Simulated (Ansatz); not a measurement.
Ge well of 9 atomic layers along [001] in random Si0.2Ge0.8, interfaces one step of a layer

Prepared with Tersoff's 1989 multicomponent potential (SiCGe.tersoff) in LAMMPS: minimisation. Geometry as solved with PBE, support functions at accuracy medium on the grid of 370 eV (Ansatz, an electronic-structure program).

```xyz
648
Lattice="17.11 0.00 0.00 0.00 17.11 0.00 0.00 0.00 51.50" Properties=species:S:1:pos:R:3 pbc="T T T"
Si    -0.07     0.02    -0.01
Ge     1.39     1.42     1.36
Si     2.82     2.85    -0.01
Ge     4.25     4.24     1.39
Ge     2.84     0.00     2.82
Ge     4.24     1.45     4.27
Ge     0.01     2.87     2.85
Si     1.43     4.24     4.29
Ge     0.01     0.04     5.71
Si     1.42     1.48     7.10
Si     2.79     2.85     5.68
Ge     4.24     4.25     7.06
Ge     2.82     0.04     8.51
Ge     4.27     1.44     9.95
Si     0.04     2.85     8.51
Si     1.41     4.24     9.91
Ge     0.00     0.04    11.40
Ge     1.45     1.46    12.82
Ge     2.86     2.91    11.37
Si     4.29     4.30    12.79
Ge     2.89     0.02    14.26
Si     4.29     1.45    15.64
Ge     0.01     2.87    14.25
Si     1.44     4.26    15.65
Ge     0.00    -0.01    17.11
Ge     1.43     1.43    18.53
Ge     2.85     2.85    17.04
Ge     4.28     4.26    18.52
Ge     2.85    -0.01    19.97
Ge     4.27     1.42    21.43
Ge     0.01     2.85    19.99
Ge     1.43     4.28    21.43
Ge     0.00     0.00    22.89
Ge     1.42     1.43    24.34
Ge     2.85     2.85    22.89
Ge     4.27     4.27    24.34
Ge     2.85     0.00    25.80
Ge     4.27     1.43    27.26
Ge     0.00     2.85    25.80
Ge     1.42     4.28    27.25
Ge     0.00     0.00    28.70
Ge     1.40     1.43    30.15
Ge     2.84     2.86    28.71
Ge     4.27     4.29    30.15
Ge     2.84    -0.01    31.57
Ge     4.26     1.42    33.02
Ge    -0.04     2.85    31.61
Ge     1.41     4.30    33.03
Ge    -0.01     0.04    34.43
Ge     1.41     1.44    35.94
Ge     2.82     2.85    34.46
Ge     4.26     4.28    35.86
Si     2.86     0.03    37.33
Si     4.25     1.41    38.69
Si    -0.05     2.86    37.31
Ge     1.37     4.29    38.70
Ge    -0.03     0.03    40.10
Ge     1.42     1.44    41.55
Ge     2.86     2.85    40.09
Ge     4.26     4.28    41.55
Ge     2.85     0.02    43.00
Si     4.23     1.46    44.41
Ge     0.02     2.89    43.02
Si     1.46     4.26    44.43
Si    -0.01     0.01    45.78
Ge     1.41     1.43    47.16
Si     2.84     2.86    45.77
Ge     4.27     4.29    47.15
Ge     2.83     0.03    48.65
Ge     4.25     1.47    50.09
Ge    -0.04     2.80    48.68
Ge     1.43     4.24    50.07
Ge    -0.02     5.69    -0.04
Ge     1.41     7.10     1.42
Ge     2.82     8.55    -0.04
Ge     4.26     9.99     1.39
Ge     2.83     5.65     2.87
Ge     4.27     7.13     4.25
Ge    -0.04     8.52     2.85
Ge     1.40     9.99     4.25
Ge    -0.03     5.68     5.63
Ge     1.41     7.12     7.08
Ge     2.86     8.58     5.68
Ge     4.28    10.03     7.13
Ge     2.81     5.67     8.53
Ge     4.29     7.07     9.98
Ge    -0.02     8.56     8.50
Ge     1.44     9.98     9.92
Ge     0.01     5.65    11.32
Ge     1.42     7.10    12.78
Ge     2.86     8.54    11.38
Ge     4.25    10.01    12.84
Ge     2.85     5.65    14.22
Ge     4.28     7.10    15.66
Ge    -0.01     8.57    14.20
Ge     1.45    10.01    15.62
Ge     0.04     5.67    17.07
Ge     1.43     7.13    18.54
Ge     2.86     8.56    17.09
Ge     4.28     9.98    18.55
Ge     2.86     5.70    19.98
Ge     4.28     7.12    21.44
Ge     0.00     8.55    19.99
Ge     1.43     9.98    21.44
Ge     0.00     5.70    22.89
Ge     1.43     7.13    24.34
Ge     2.85     8.55    22.89
Ge     4.28     9.98    24.34
Ge     2.85     5.70    25.80
Ge     4.27     7.13    27.24
Ge     0.00     8.55    25.80
Ge     1.43     9.98    27.25
Ge     0.00     5.70    28.71
Ge     1.42     7.13    30.15
Ge     2.85     8.55    28.70
Ge     4.29     9.97    30.14
Ge     2.87     5.73    31.61
Si     4.24     7.16    33.04
Ge    -0.01     8.53    31.61
Ge     1.46     9.94    33.05
Ge    -0.02     5.71    34.50
Si     1.44     7.16    35.84
Si     2.86     8.50    34.45
Ge     4.28     9.91    35.87
Ge     2.81     5.74    37.25
Ge     4.28     7.16    38.68
Ge     0.05     8.56    37.28
Si     1.43     9.99    38.70
Si     0.01     5.70    40.15
Ge     1.40     7.13    41.57
Ge     2.82     8.58    40.10
Ge     4.25    10.00    41.55
Ge     2.85     5.70    43.04
Si     4.29     7.11    44.43
Si     0.03     8.56    43.00
Si     1.42     9.95    44.36
Ge     0.02     5.66    45.82
Ge     1.40     7.16    47.26
Ge     2.86     8.57    45.79
Si     4.27     9.95    47.23
Ge     2.85     5.69    48.63
Ge     4.29     7.13    50.05
Si     0.00     8.59    48.67
Si     1.40     9.95    50.05
Ge     0.04    11.38    -0.01
Si     1.41    12.83     1.42
Ge     2.81    14.25     0.02
Ge     4.30    15.68     1.43
Ge     2.83    11.43     2.82
Ge     4.32    12.81     4.28
Ge    -0.04    14.26     2.79
Ge     1.40    15.68     4.25
Ge    -0.03    11.45     5.65
Ge     1.45    12.81     7.12
Ge     2.86    14.25     5.67
Ge     4.27    15.70     7.09
Si     2.84    11.41     8.53
Ge     4.24    12.84     9.94
Ge     0.01    14.24     8.54
Ge     1.43    15.68     9.98
Ge    -0.02    11.39    11.38
Ge     1.46    12.84    12.78
Si     2.85    14.26    11.36
Ge     4.25    15.66    12.78
Si     2.84    11.43    14.23
Ge     4.22    12.84    15.67
Ge     0.02    14.27    14.23
Ge     1.46    15.67    15.70
Ge     0.02    11.41    17.09
Ge     1.45    12.86    18.53
Si     2.85    14.25    17.10
Ge     4.25    15.67    18.50
Ge     2.85    11.41    19.99
Ge     4.28    12.84    21.44
Ge     0.01    14.25    19.99
Ge     1.43    15.69    21.44
Ge     0.00    11.40    22.90
Ge     1.42    12.83    24.34
Ge     2.85    14.26    22.89
Ge     4.28    15.68    24.34
Ge     2.85    11.40    25.79
Ge     4.27    12.82    27.24
Ge     0.00    14.26    25.80
Ge     1.43    15.68    27.25
Ge    -0.01    11.40    28.70
Ge     1.41    12.82    30.15
Ge     2.85    14.25    28.70
Ge     4.28    15.68    30.13
Ge     2.85    11.39    31.58
Ge     4.27    12.83    33.02
Ge    -0.03    14.23    31.60
Ge     1.41    15.67    33.03
Ge     0.00    11.43    34.44
Si     1.41    12.81    35.86
Ge     2.83    14.23    34.49
Ge     4.26    15.69    35.93
Ge     2.82    11.39    37.27
Ge     4.28    12.83    38.70
Ge     0.04    14.26    37.25
Ge     1.45    15.71    38.70
Ge     0.05    11.40    40.14
Si     1.38    12.86    41.58
Ge     2.82    14.24    40.17
Ge     4.28    15.68    41.56
Ge     2.78    11.42    42.96
Ge     4.27    12.82    44.38
Si    -0.02    14.23    42.96
Ge     1.36    15.67    44.38
Ge     0.01    11.39    45.74
Ge     1.44    12.79    47.23
Ge     2.84    14.27    45.81
Ge     4.27    15.70    47.23
Ge     2.85    11.32    48.66
Ge     4.26    12.82    50.09
Ge     0.00    14.26    48.65
Ge     1.38    15.72    50.10
Ge     5.72     0.05     0.01
Si     7.15     1.43     1.41
Ge     8.60     2.86     0.02
Si    10.01     4.32     1.41
Ge     8.51     0.00     2.83
Ge     9.99     1.44     4.21
Ge     5.72     2.83     2.80
Ge     7.17     4.30     4.20
Ge     5.72    -0.02     5.64
Ge     7.15     1.43     7.08
Ge     8.58     2.87     5.66
Ge     9.98     4.28     7.14
Ge     8.60     0.04     8.54
Si     9.98     1.46     9.98
Ge     5.70     2.85     8.51
Ge     7.12     4.25    10.01
Ge     5.70     0.00    11.38
Ge     7.17     1.43    12.81
Si     8.57     2.81    11.35
Ge     9.97     4.23    12.76
Si     8.56     0.01    14.23
Ge     9.98     1.38    15.66
Ge     5.69     2.88    14.22
Si     7.12     4.26    15.64
Ge     5.67     0.04    17.06
Ge     7.12     1.44    18.53
Ge     8.53     2.86    17.06
Ge     9.96     4.27    18.54
Ge     8.56     0.01    19.97
Ge     9.97     1.43    21.44
Ge     5.69     2.85    19.99
Ge     7.12     4.27    21.44
Ge     5.71     0.00    22.89
Ge     7.12     1.43    24.35
Ge     8.55     2.85    22.90
Ge     9.98     4.28    24.34
Ge     8.56     0.00    25.80
Ge     9.98     1.43    27.24
Ge     5.70     2.85    25.80
Ge     7.13     4.28    27.25
Ge     5.71     0.00    28.70
Ge     7.14     1.43    30.15
Ge     8.56     2.85    28.69
Ge     9.99     4.27    30.14
Ge     8.59     0.03    31.61
Si     9.99     1.43    33.03
Ge     5.70     2.85    31.59
Ge     7.13     4.30    33.02
Ge     5.69    -0.02    34.45
Ge     7.14     1.41    35.87
Ge     8.59     2.84    34.42
Ge    10.03     4.26    35.88
Ge     8.59    -0.04    37.29
Ge    10.03     1.44    38.68
Ge     5.67     2.82    37.30
Ge     7.11     4.26    38.71
Ge     5.67     0.01    40.10
Ge     7.13     1.40    41.58
Ge     8.56     2.84    40.13
Ge    10.00     4.26    41.56
Si     8.55     0.00    42.97
Ge     9.97     1.41    44.37
Ge     5.67     2.84    43.00
Ge     7.09     4.34    44.41
Ge     5.67     0.04    45.78
Ge     7.14     1.43    47.23
Ge     8.55     2.88    45.80
Ge     9.96     4.32    47.26
Ge     8.59     0.03    48.69
Si     9.99     1.44    50.10
Ge     5.70     2.88    48.64
Ge     7.16     4.30    50.06
Ge     5.71     5.71     0.00
Ge     7.19     7.12     1.41
Si     8.57     8.53    -0.02
Ge     9.95     9.96     1.38
Si     8.61     5.67     2.78
Ge     9.98     7.09     4.20
Ge     5.71     8.56     2.82
Ge     7.10    10.03     4.29
Ge     5.70     5.69     5.65
Ge     7.13     7.12     7.10
Ge     8.56     8.55     5.65
Ge    10.00    10.01     7.05
Ge     8.54     5.71     8.56
Ge     9.98     7.16     9.97
Ge     5.70     8.54     8.54
Ge     7.15     9.96     9.97
Si     5.69     5.66    11.41
Ge     7.11     7.11    12.75
Si     8.55     8.53    11.38
Ge     9.94     9.94    12.78
Ge     8.52     5.66    14.22
Ge     9.96     7.10    15.66
Ge     5.70     8.55    14.23
Ge     7.12     9.98    15.67
Ge     5.74     5.67    17.08
Ge     7.13     7.11    18.55
Ge     8.55     8.55    17.11
Ge     9.99     9.98    18.55
Ge     8.55     5.70    20.00
Ge     9.98     7.13    21.45
Ge     5.70     8.54    19.99
Ge     7.13     9.98    21.44
Ge     5.70     5.70    22.90
Ge     7.13     7.13    24.35
Ge     8.56     8.56    22.89
Ge     9.98     9.98    24.34
Ge     8.56     5.70    25.80
Ge     9.98     7.13    27.26
Ge     5.71     8.55    25.80
Ge     7.14     9.98    27.24
Ge     5.70     5.71    28.70
Ge     7.12     7.14    30.16
Ge     8.56     8.56    28.71
Ge     9.99     9.97    30.16
Ge     8.57     5.71    31.58
Ge     9.99     7.14    33.03
Ge     5.68     8.56    31.64
Si     7.12     9.98    33.01
Ge     5.67     5.74    34.43
Ge     7.10     7.16    35.88
Ge     8.52     8.58    34.42
Ge     9.98     9.98    35.87
Ge     8.54     5.69    37.27
Ge     9.95     7.15    38.72
Si     5.72     8.58    37.32
Si     7.12     9.93    38.71
Ge     5.70     5.72    40.13
Ge     7.15     7.16    41.53
Si     8.53     8.58    40.09
Ge     9.95     9.93    41.55
Ge     8.59     5.73    42.98
Si    10.02     7.14    44.38
Ge     5.66     8.52    42.99
Ge     7.10     9.96    44.40
Si     5.70     5.75    45.82
Si     7.13     7.07    47.22
Ge     8.55     8.48    45.80
Ge     9.98     9.94    47.23
Si     8.52     5.73    48.64
Ge     9.97     7.08    50.09
Ge     5.72     8.54    48.59
Ge     7.15     9.94    50.08
Ge     5.75    11.42     0.02
Si     7.16    12.83     1.42
Ge     8.56    14.24     0.01
Ge    10.00    15.67     1.45
Ge     8.57    11.45     2.85
Si    10.02    12.84     4.26
Ge     5.77    14.24     2.84
Si     7.14    15.67     4.25
Si     5.71    11.43     5.72
Si     7.10    12.82     7.06
Ge     8.54    14.23     5.65
Ge     9.99    15.68     7.09
Ge     8.53    11.43     8.48
Ge     9.98    12.85     9.93
Ge     5.71    14.24     8.49
Ge     7.14    15.69     9.93
Ge     5.69    11.40    11.37
Ge     7.12    12.83    12.80
Ge     8.55    14.27    11.38
Ge     9.97    15.72    12.82
Ge     8.55    11.40    14.23
Ge     9.98    12.84    15.67
Ge     5.68    14.26    14.24
Ge     7.13    15.73    15.63
Ge     5.69    11.41    17.10
Ge     7.12    12.85    18.54
Ge     8.55    14.29    17.09
Ge    10.01    15.71    18.52
Ge     8.55    11.41    19.98
Ge     9.98    12.84    21.43
Ge     5.69    14.27    19.98
Ge     7.13    15.69    21.42
Ge     5.70    11.41    22.89
Ge     7.13    12.83    24.34
Ge     8.55    14.26    22.88
Ge     9.98    15.68    24.34
Ge     8.56    11.41    25.79
Ge     9.99    12.83    27.25
Ge     5.70    14.25    25.79
Ge     7.13    15.68    27.24
Ge     5.70    11.40    28.69
Ge     7.13    12.82    30.13
Ge     8.55    14.26    28.70
Ge     9.98    15.69    30.14
Ge     8.52    11.37    31.60
Ge     9.98    12.81    33.02
Ge     5.71    14.25    31.58
Ge     7.15    15.68    33.02
Ge     5.71    11.37    34.43
Ge     7.09    12.84    35.90
Ge     8.58    14.26    34.48
Si     9.99    15.70    35.86
Ge     8.52    11.38    37.33
Ge     9.94    12.86    38.75
Si     5.68    14.26    37.31
Ge     7.12    15.63    38.72
Ge     5.75    11.39    40.12
Si     7.15    12.83    41.51
Si     8.52    14.24    40.16
Ge     9.92    15.69    41.55
Ge     8.52    11.41    42.95
Ge     9.97    12.83    44.39
Ge     5.74    14.22    42.93
Ge     7.13    15.71    44.37
Ge     5.66    11.38    45.84
Ge     7.12    12.83    47.24
Ge     8.55    14.28    45.83
Ge    10.03    15.68    47.27
Ge     8.58    11.39    48.65
Ge    10.03    12.85    50.04
Ge     5.69    14.27    48.66
Ge     7.14    15.69    50.10
Ge    11.41     0.04    -0.01
Si    12.86     1.45     1.36
Si    14.26     2.81    -0.01
Ge    15.65     4.26     1.40
Ge    14.25     0.02     2.77
Ge    15.65     1.45     4.28
Ge    11.44     2.86     2.76
Ge    12.86     4.25     4.27
Ge    11.42     0.00     5.65
Ge    12.84     1.45     7.09
Si    14.26     2.86     5.70
Ge    15.67     4.25     7.13
Ge    14.25     0.00     8.55
Ge    15.70     1.48     9.93
Ge    11.42     2.86     8.59
Si    12.88     4.27     9.96
Ge    11.40     0.02    11.34
Ge    12.89     1.43    12.76
Si    14.26     2.88    11.34
Ge    15.67     4.25    12.77
Si    14.25     0.02    14.22
Ge    15.67     1.40    15.64
Ge    11.41     2.82    14.21
Ge    12.83     4.27    15.66
Si    11.40     0.01    17.09
Ge    12.79     1.40    18.52
Ge    14.25     2.83    17.10
Ge    15.69     4.27    18.53
Ge    14.24     0.00    19.99
Ge    15.68     1.43    21.43
Ge    11.39     2.84    19.98
Ge    12.83     4.27    21.43
Ge    11.40     0.00    22.89
Ge    12.83     1.42    24.34
Ge    14.26     2.85    22.89
Ge    15.68     4.28    24.34
Ge    14.25     0.00    25.80
Ge    15.68     1.43    27.25
Ge    11.41     2.85    25.79
Ge    12.83     4.28    27.24
Ge    11.41     0.00    28.69
Ge    12.83     1.43    30.15
Ge    14.25     2.87    28.70
Ge    15.65     4.30    30.17
Ge    14.29     0.04    31.61
Si    15.68     1.44    33.04
Ge    11.40     2.83    31.61
Ge    12.87     4.29    33.00
Ge    11.40     0.04    34.48
Si    12.82     1.47    35.88
Ge    14.29     2.84    34.47
Si    15.71     4.24    35.89
Ge    14.25     0.06    37.27
Si    15.69     1.46    38.68
Si    11.44     2.83    37.26
Ge    12.82     4.26    38.67
Ge    11.43     0.02    40.17
Si    12.89     1.39    41.56
Ge    14.27     2.81    40.12
Ge    15.70     4.29    41.53
Si    14.27     0.03    42.95
Ge    15.65     1.42    44.42
Ge    11.47     2.81    42.95
Ge    12.86     4.24    44.43
Ge    11.45     0.04    45.84
Si    12.84     1.48    47.24
Si    14.23     2.82    45.85
Ge    15.64     4.24    47.24
Ge    14.25     0.06    48.65
Si    15.66     1.42    50.12
Ge    11.40     2.84    48.68
Ge    12.83     4.27    50.15
Si    11.40     5.70     0.03
Si    12.82     7.12     1.36
Si    14.23     8.51     0.01
Ge    15.64     9.94     1.40
Ge    14.23     5.74     2.81
Si    15.67     7.11     4.24
Ge    11.43     8.53     2.78
Ge    12.80     9.98     4.27
Ge    11.40     5.68     5.68
Ge    12.86     7.07     7.13
Ge    14.26     8.51     5.67
Ge    15.65    10.01     7.09
Si    14.24     5.64     8.55
Ge    15.66     7.09     9.92
Ge    11.42     8.57     8.51
Ge    12.87    10.01     9.93
Ge    11.44     5.67    11.34
Ge    12.84     7.13    12.80
Ge    14.29     8.57    11.38
Si    15.70     9.97    12.79
Ge    14.27     5.69    14.22
Ge    15.70     7.12    15.66
Ge    11.39     8.54    14.23
Ge    12.84     9.97    15.65
Ge    11.40     5.69    17.11
Ge    12.83     7.13    18.55
Ge    14.27     8.55    17.10
Ge    15.69     9.98    18.54
Ge    14.27     5.70    19.98
Ge    15.68     7.13    21.44
Ge    11.41     8.55    20.00
Ge    12.84     9.98    21.44
Ge    11.41     5.70    22.89
Ge    12.83     7.13    24.34
Ge    14.26     8.56    22.89
Ge    15.68     9.98    24.35
Ge    14.26     5.71    25.79
Ge    15.69     7.13    27.25
Ge    11.40     8.55    25.80
Ge    12.83     9.97    27.26
Ge    11.42     5.70    28.71
Ge    12.86     7.10    30.17
Ge    14.26     8.55    28.71
Ge    15.68     9.98    30.16
Si    14.26     5.70    31.58
Ge    15.62     7.11    33.04
Ge    11.46     8.57    31.61
Si    12.87     9.95    33.05
Ge    11.46     5.73    34.46
Si    12.88     7.15    35.84
Si    14.21     8.55    34.44
Ge    15.66     9.94    35.83
Ge    14.28     5.69    37.24
Ge    15.73     7.10    38.72
Ge    11.44     8.52    37.26
Ge    12.84     9.97    38.71
Ge    11.40     5.70    40.12
Ge    12.80     7.14    41.59
Ge    14.28     8.54    40.16
Ge    15.74     9.96    41.59
Ge    14.26     5.70    42.98
Ge    15.73     7.13    44.38
Si    11.37     8.53    42.99
Ge    12.82     9.94    44.37
Ge    11.41     5.74    45.81
Si    12.82     7.11    47.23
Ge    14.25     8.51    45.84
Ge    15.70     9.97    47.24
Ge    14.22     5.72    48.65
Ge    15.67     7.18    50.06
Ge    11.43     8.50    48.65
Ge    12.86     9.93    50.10
Ge    11.42    11.40    -0.01
Ge    12.81    12.87     1.46
Ge    14.26    14.31     0.02
Si    15.70    15.73     1.38
Ge    14.27    11.42     2.86
Si    15.69    12.85     4.23
Si    11.37    14.24     2.87
Ge    12.82    15.66     4.21
Si    11.39    11.44     5.64
Ge    12.84    12.79     7.07
Ge    14.29    14.24     5.63
Ge    15.69    15.68     7.11
Si    14.24    11.41     8.50
Ge    15.64    12.81     9.92
Ge    11.45    14.28     8.52
Si    12.82    15.71     9.94
Ge    11.39    11.40    11.36
Ge    12.82    12.84    12.79
Ge    14.22    14.30    11.35
Ge    15.66    15.71    12.82
Ge    14.28    11.38    14.19
Ge    15.69    12.83    15.65
Ge    11.41    14.29    14.24
Ge    12.83    15.76    15.66
Ge    11.41    11.41    17.10
Ge    12.84    12.84    18.54
Ge    14.25    14.28    17.09
Ge    15.68    15.68    18.56
Ge    14.26    11.41    19.99
Ge    15.69    12.83    21.44
Ge    11.41    14.27    19.99
Ge    12.83    15.68    21.45
Ge    11.41    11.41    22.89
Ge    12.83    12.83    24.34
Ge    14.26    14.26    22.90
Ge    15.68    15.68    24.35
Ge    14.25    11.40    25.80
Ge    15.68    12.83    27.25
Ge    11.41    14.26    25.79
Ge    12.83    15.68    27.25
Ge    11.41    11.41    28.71
Ge    12.84    12.82    30.17
Ge    14.25    14.25    28.71
Ge    15.68    15.68    30.15
Ge    14.26    11.39    31.65
Si    15.69    12.81    33.02
Ge    11.40    14.26    31.58
Ge    12.83    15.70    33.02
Ge    11.44    11.37    34.42
Ge    12.83    12.83    35.86
Ge    14.28    14.23    34.41
Ge    15.68    15.69    35.85
Ge    14.27    11.40    37.28
Ge    15.72    12.83    38.71
Ge    11.38    14.28    37.27
Ge    12.84    15.70    38.70
Ge    11.39    11.39    40.14
Ge    12.84    12.83    41.56
Ge    14.27    14.26    40.12
Ge    15.68    15.69    41.58
Ge    14.29    11.41    43.00
Si    15.72    12.84    44.36
Ge    11.40    14.28    42.97
Ge    12.87    15.72    44.36
Ge    11.40    11.39    45.81
Ge    12.83    12.85    47.24
Ge    14.31    14.25    45.77
Ge    15.71    15.73    47.21
Ge    14.26    11.40    48.67
Ge    15.68    12.84    50.10
Si    11.43    14.26    48.65
Ge    12.82    15.69    50.04
```
